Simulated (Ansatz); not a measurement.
CdCO3 (R-3c, No. 167) was calculated with HSE06 (plane waves, PAW; Ansatz, a program for electronic structure).

Run with plane-wave cutoff 500 eV, 6×6×6 k mesh, gaussian smearing 0.02 eV, scalar-relativistic PAW data made under PBE.

Cell (relaxed with r²SCAN):

```yaml
crystal:
  lattice:
    - [2.47172, 1.42705, 5.43256]
    - [-2.47172, 1.42705, 5.43256]
    - [0.00000, -2.85409, 5.43256]
  atoms:
    - { symbol: Cd, position: [0.00000, 0.00000, 0.00000] }
    - { symbol: Cd, position: [0.50000, 0.50000, 0.50000] }
    - { symbol: C, position: [0.25000, 0.25000, 0.25000] }
    - { symbol: C, position: [0.75000, 0.75000, 0.75000] }
    - { symbol: O, position: [0.25000, 0.98986, 0.51014] }
    - { symbol: O, position: [0.75000, 0.01014, 0.48986] }
    - { symbol: O, position: [0.51014, 0.25000, 0.98986] }
    - { symbol: O, position: [0.48986, 0.75000, 0.01014] }
    - { symbol: O, position: [0.98986, 0.51014, 0.25000] }
    - { symbol: O, position: [0.01014, 0.48986, 0.75000] }
```

Problem. Estimate the band gap that the calculation returns.

Solution. 
band gap: 4.74 eV (on the SCF k mesh)

Note: cell and atoms aren't relaxed at this level (largest force component 0.48 eV/Å, pressure -0.4 GPa).

Spin–orbit coupling is not included.

The computed numbers hold no vibrational or temperature effects.

Computing time: roughly 10 core-minutes.
